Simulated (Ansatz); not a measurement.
Where the default PAW files enter, the runs use the earlier of Ansatz's two default sets.

The decay constant κ of evanescent states in the gap governs leakage through a thin film.

Input:

```yaml
crystal:
  lattice:
    - [3.20750, 0.00000, 0.00000]
    - [0.00000, 6.73847, 0.00000]
    - [0.00000, 3.36924, 3.36924]
  atoms:
    - { symbol: Sn, position: [0.50000, 0.50000, 0.00000] }
    - { symbol: Sn, position: [0.00000, 0.00000, 0.00000] }
    - { symbol: O, position: [0.50000, 0.80597, 0.00000] }
    - { symbol: O, position: [0.50000, 0.19403, 0.00000] }
    - { symbol: O, position: [0.00000, 0.30597, 0.38806] }
    - { symbol: O, position: [0.00000, 0.69403, 0.61194] }
```

Space group of this cell: P4_2/mnm, rutile. The cell is taken as given; by r2SCAN its mean pressure is -1.1 GPa.

Transport runs along the normal of the first two printed cell vectors, the (110) plane of the conventional cell.

No gap correction and no spin-orbit coupling; mid-gap is the computed energy nearest the middle.

**Question.** Estimate the band gap and the smallest decay constant κ at mid-gap that r2SCAN run with Ansatz (a first-principles code) returns for this system.

**Answer.** Gap 1.73 eV on a 10×10×10 mesh; κ = 0.191 1/Å, at the zone centre.
